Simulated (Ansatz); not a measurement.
# ScAl3 with two functionals, isotropic strain +4.29 %

Consider ScAl$_{3}$ in the Cu3Au type structure (space group Pm-3m, No. 221; a = 4.107 Å; relaxed with 0.1 eV smearing).

(Cell as relaxed with PBE.)

Levels (all Ansatz, a quantum-chemistry and plane-wave program, PAW, earlier PAW set): PBE (420 eV, no spin-orbit coupling); r2SCAN (500 eV, no spin-orbit coupling).

Each level relaxes its own structure.

```
base                      PBE    r2SCAN
-------------------  --------  --------
volume per atom      17.31 Å³  17.07 Å³
lattice parameter a   4.107 Å   4.087 Å
band gap                 zero      zero
```

It is then changed as follows: the cell is scaled by 1.0429 in all directions; the atoms relax in the strained cell.

```json
[
 {"quantity": "pressure", "PBE": "-8.3 GPa", "r2SCAN": "-9.1 GPa"},
 {"quantity": "band gap", "PBE": "zero", "r2SCAN": "zero"},
 {"quantity": "energy relative to the base (free energy F)", "PBE": "+67 meV/atom", "r2SCAN": "+73 meV/atom"}
]
```

PBE's pressure lies 0.8 GPa above r2SCAN's; PBE's energy relative to the base lies 5.1 meV/atom below r2SCAN's; the two agree on the band gap. Neither level is exact; r2SCAN is the comparison here, not a measurement.

No phonon test of stability was made. The final runs are not spin-polarised.
